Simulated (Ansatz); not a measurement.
We look at the energy of the reaction as written. Reaction: 1/3 cell B + 2/3 cell C → cell A. The sign is products less reactants.

Cell A: a slab of Ru (hcp, P6₃/mmc) cut along (0001), 16 atoms, oblique cell of 5.44 × 2.72 Å (12.8 Å²), symmetry Pmm2 within 0.02 Å, 15.1 Å thick under 17 Å of vacuum, in-plane vectors held at the crystal's; planes from bottom to top: N | Ru2 × 7 | N; added, foreign or displaced atoms, above the top plane and below the bottom plane: two times N bound to 3 Ru at 1.90–1.94 Å; spin state with PBE: run without spin, k-point mesh 10×20×1.
```xyz
16
Lattice="5.4439 0.0000 0.0000 1.3610 2.3573 0.0000 0.0000 0.0000 31.6405" Properties=species:S:1:pos:R:3 pbc="T T T"
Ru    -0.0336     0.0194     9.3970
Ru     2.7514    -0.0170     9.3354
Ru     5.4537     1.5659    11.5087
Ru     2.7492     1.5558    11.5103
Ru     0.0068    -0.0039    13.7100
Ru     2.7391    -0.0099    13.6586
Ru     5.4500     1.5680    15.8203
Ru     2.7413     1.5603    15.8203
Ru     0.0068    -0.0039    17.9306
Ru     2.7391    -0.0099    17.9819
Ru     5.4537     1.5659    20.1318
Ru     2.7492     1.5558    20.1302
Ru    -0.0336     0.0194    22.2436
Ru     2.7514    -0.0170    22.3051
N      2.6523     1.6117    23.3627
N      2.6523     1.6117     8.2779
```

Cell B: a slab of Ru (hcp, P6₃/mmc) cut along (0001), 30 atoms, hexagonal cell of 5.44 Å (25.7 Å²), symmetry P-6m2 within 0.02 Å, 14.9 Å thick under 17 Å of vacuum, in-plane vectors held at the crystal's; planes from bottom to top: N | Ru4 × 7 | N; added, foreign or displaced atoms, above the top plane and below the bottom plane: two times N bound to 3 Ru at 1.93 Å; spin state with PBE: run without spin, k-point mesh 10×10×1.
```
Ru14N
1.0
    5.44387     0.00000     0.00000
    2.72194     4.71453     0.00000
    0.00000     0.00000    31.64051
Ru N
28 2
Direct
  0.00000   0.00000   0.29926
  0.50720   0.98560   0.29648
  0.98560   0.50720   0.29648
  0.50720   0.50720   0.29648
  0.83175   0.33650   0.36313
  0.33333   0.33333   0.36509
  0.83175   0.83175   0.36313
  0.33650   0.83175   0.36313
  0.00000   0.00000   0.43342
  0.50044   0.99911   0.43181
  0.99911   0.50044   0.43181
  0.50044   0.50044   0.43181
  0.83205   0.33590   0.50000
  0.33333   0.33333   0.50000
  0.83205   0.83205   0.50000
  0.33590   0.83205   0.50000
  0.00000   0.00000   0.56658
  0.50044   0.99911   0.56819
  0.99911   0.50044   0.56819
  0.50044   0.50044   0.56819
  0.83175   0.33650   0.63687
  0.33333   0.33333   0.63491
  0.83175   0.83175   0.63687
  0.33650   0.83175   0.63687
  0.00000   0.00000   0.70074
  0.50720   0.98560   0.70352
  0.98560   0.50720   0.70352
  0.50720   0.50720   0.70352
  0.33333   0.33333   0.73580
  0.33333   0.33333   0.26420
```

Cell C: a slab of Ru (hcp, P6₃/mmc) cut along (0001), 9 atoms, hexagonal cell of 2.72 Å (6.4 Å²), symmetry P-6m2 within 0.02 Å, 15.4 Å thick under 16 Å of vacuum, in-plane vectors held at the crystal's; planes from bottom to top: N | Ru × 7 | N; added, foreign or displaced atoms, above the top plane and below the bottom plane: two times N bound to 3 Ru at 1.96 Å; spin state with PBE: run without spin, k-point mesh 20×20×1.
```xyz
9
Lattice="2.7219 0.0000 0.0000 1.3610 2.3573 0.0000 0.0000 0.0000 31.6405" Properties=species:S:1:pos:R:3 pbc="T T T"
Ru     0.0000     0.0000     9.2911
Ru     2.7219     1.5715    11.5222
Ru     0.0000     0.0000    13.6942
Ru     2.7219     1.5715    15.8203
Ru     0.0000     0.0000    17.9463
Ru     2.7219     1.5715    20.1183
Ru     0.0000     0.0000    22.3494
N      2.7219     1.5715    23.5285
N      2.7219     1.5715     8.1120
```

All numbers come from Ansatz (an electronic-structure program), plane waves with PAW, its default PAW set, cutoff 420 eV, 500 eV for r2SCAN. The structures are at rest with PBE, within the held lattices; other levels are single points on them. Neutral cells; Fermi-Dirac smearing of at most 0.10 eV in the solids, energies taken to zero width. The lattices are those relaxed with PBE, so at other levels the solids can be strained, which adds to the spread. Larger cells are relaxed from a start prepared with the learned potential CHGNet till forces fall under 0.03 eV/Å, which some starts already meet. A dispersion term (D3(BJ), or D4 for r2SCAN) was computed beside these levels and is taken off wherever the name lacks it. Static lattices, no vibrational contributions. Cells are local rest points, mostly with their start's symmetry. No Hubbard U is applied. No correction for cell size. Cell A has symmetry Pmm2 within 0.02 Å and got no random move, so less symmetric positions, which may lie lower, weren't tried. Cell B has symmetry P-6m2 within 0.02 Å and got no random move, so less symmetric positions, which may lie lower, weren't tried. Cell C has symmetry P-6m2 within 0.02 Å and got no random move, so less symmetric positions, which may lie lower, weren't tried.

Problem. Estimate the value that PBE returns for this input.

Solution. -0.81 eV, for 1/3 cell B + 2/3 cell C → cell A.

Problem. What do the other levels give, and how wide is the spread?

Solution. 
```json
[
 {"Method": "r2SCAN", "value (eV)": "-0.85", "less PBE": "-0.04"}
]
```

The levels shown span only 0.04 eV, too little to tell them apart.
